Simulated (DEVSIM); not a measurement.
abrupt GaAs p-n junction

Structure: abrupt GaAs p-n junction, at 300 K.

```tsv
layer (left to right)	material	thickness (μm)	Nd (cm⁻³)	Na (cm⁻³)	τn (s)	τp (s)
1	GaAs	0.880	-	2.2e17	9.4e-8	9.4e-8
2	GaAs	120	1.8e17	-	9.4e-8	9.4e-8
```

Left contact: ohmic. Right contact: ohmic. Voltage is applied to the left contact. Recombination: SRH at mid-gap. Mobility is constant in doping.

This is a model device: material constants are rounded textbook-type values typed into the input, and sizes, dopings and lifetimes were drawn at random. Values at 300 K.

| parameter | GaAs |
|---|---|
| gap (eV) | 1.424 |
| affinity (eV) | 4.07 |
| permittivity | 12.9 |
| Nc (cm⁻³) | 4.7e17 |
| Nv (cm⁻³) | 9e18 |
| μn (cm²/Vs) | 8500 |
| μp (cm²/Vs) | 400 |

DEVSIM, 1D drift-diffusion, Boltzmann statistics, complete ionisation; no tunnelling, impact ionisation, image-force lowering or self-heating.

| Item | Result |
|---|---|
| Potential step across the device at zero bias | 1.303 V |
| Largest field in the device at zero bias | 190000 V/cm |
| Dark forward voltage at 1 A/cm² | 1.013 V |
| Dark forward voltage at 100 A/cm² | 1.138 V |

Dark forward current:

| V (V) | J (A/cm²) |
|---|---|
| 0.05 | 1.6e-12 |
| 0.10 | 5.7e-12 |
| 0.15 | 1.7e-11 |
| 0.20 | 4.6e-11 |
| 0.25 | 1.2e-10 |
| 0.30 | 3.4e-10 |
| 0.35 | 9.2e-10 |
| 0.40 | 2.5e-9 |
| 0.45 | 7.1e-9 |
| 0.50 | 2.1e-8 |
| 0.55 | 6.7e-8 |
| 0.60 | 2.5e-7 |
| 0.65 | 1.2e-6 |
| 0.70 | 6.6e-6 |
| 0.75 | 4.1e-5 |
| 0.80 | 0.00027 |
| 0.85 | 0.0019 |
| 0.90 | 0.013 |
| 0.95 | 0.087 |
| 1.00 | 0.60 |
| 1.05 | 4.1 |
| 1.10 | 27 |
| 1.15 | 150 |
| 1.20 | 510 |
| 1.25 | 1100 |
| 1.30 | 1900 |
| 1.35 | 2700 |

Small-signal capacitance in reverse bias (quasi-static):

```json
[
 {"V (V)": "-0.4", "C (nF/cm²)": "74.1"},
 {"V (V)": "-1", "C (nF/cm²)": "63.4"},
 {"V (V)": "-2", "C (nF/cm²)": "52.8"},
 {"V (V)": "-3", "C (nF/cm²)": "46.2"},
 {"V (V)": "-4", "C (nF/cm²)": "41.5"}
]
```
